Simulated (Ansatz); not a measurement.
C: response to strain

The parent structure is C in the graphite type structure (space group P6_3/mmc, No. 194; layered, stacked along the Cartesian z axis).

```yaml
crystal:
  lattice:
    - [2.45828, 0.00000, 0.00000]
    - [-1.22914, 2.12893, 0.00000]
    - [0.00000, 0.00000, 6.56348]
  atoms:
    - { symbol: C, position: [0.00000, 0.00000, 0.25000] }
    - { symbol: C, position: [0.00000, 0.00000, 0.75000] }
    - { symbol: C, position: [0.33333, 0.66667, 0.25000] }
    - { symbol: C, position: [0.66667, 0.33333, 0.75000] }
```

Cartesian axes are those of the cell as printed.

Strains are applied to the cell and any free atomic positions relax; under biaxial strain the out-of-plane vector relaxes too; under stress the whole cell relaxes.

Computed with PBEsol-D3(BJ) (Ansatz, an electronic-structure program, PAW, without spin-orbit coupling).

Notes on the quantities. energy relative to the base: free energy F; pressure: mean of the normal stresses, compression positive.

```tsv
case	energy relative to the base	space group	volume per atom	pressure
base	0 meV/atom	P6_3/mmc (No. 194)	8.59 Å³	0.0 GPa
biaxial strain +3.61 %, plane normal [001], relaxed out of plane	–	P6_3/mmc (No. 194)	[?]	[?]
biaxial strain +4.12 %, plane normal [001], relaxed out of plane	–	P6_3/mmc (No. 194)	9.38 Å³	-29.7 GPa
isotropic strain −4.53 %	+169 meV/atom	P6_3/mmc (No. 194)	7.47 Å³	53.4 GPa
isotropic strain +3.14 %	+66 meV/atom	P6_3/mmc (No. 194)	9.42 Å³	-23.4 GPa
uniaxial strain ε_xx = +2.64 %	+20 meV/atom	Cmcm (No. 63)	8.81 Å³	-10.9 GPa
uniaxial strain ε_yy = −0.31 %	+0.3 meV/atom	Cmcm (No. 63)	8.56 Å³	1.4 GPa
uniaxial stress, 0.5 GPa tension along x	0.0 meV/atom	–	8.59 Å³	–
uniaxial stress, 0.5 GPa compression along z	+0.2 meV/atom	P6_3/mmc (No. 194)	8.48 Å³	–
tensor shear ε_xz = +0.68 %	0.0 meV/atom	C2/c (No. 15)	8.59 Å³	0.0 GPa
```

Task: Complete the table.

Result: 
- biaxial strain +3.61 %, plane normal [001], relaxed out of plane, volume per atom: 9.28 Å³
- biaxial strain +3.61 %, plane normal [001], relaxed out of plane, pressure: -26.8 GPa

A case with no gap was solved on a k-mesh chosen for an insulator, which is coarse for it. Beyond what the load breaks, stability against distortions was not tested.
